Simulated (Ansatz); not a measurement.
Data:

End structure of a constructed model of the (111) surface of fcc Ni, ferromagnetic, a pseudomorphic layer of Cu in the host's stacking (bottom of the slab: a bare face, its two planes held):

```
CELL_PARAMETERS angstrom
      2.48857     0.00000     0.00000
     -1.24429     2.15517     0.00000
      0.00000     0.00000    28.50000
ATOMIC_POSITIONS crystal
  Ni 0.33333 0.66667 0.28207
  Ni 0.66667 0.33333 0.35337
  Ni 0.00000 0.00000 0.42456
  Ni 0.33333 0.66667 0.49590
  Ni 0.66667 0.33333 0.56714
  Ni 0.00000 0.00000 0.63822
  Cu 0.33333 0.66667 0.71123
```

Slab: 7 atoms, 12.4 Å thick at the start; k 17x17x1, smearing 0.1 eV, dipole-corrected; 2 atoms held, the rest relaxed; start symmetry kept, larger cells not searched; spin-polarised, ending with about 3.8 μB a cell; orders that need a larger cell were not tried, no spin-orbit, no U. In PBE it is, or lies within 0.01 eV a 1x1 cell of, the lowest of the 2 structures of its composition computed so far; larger cells were not tried.

### Question
What is the computed work function of the top face (PBE run with Ansatz, a program for electronic structure)?

### Answer
4.92 eV
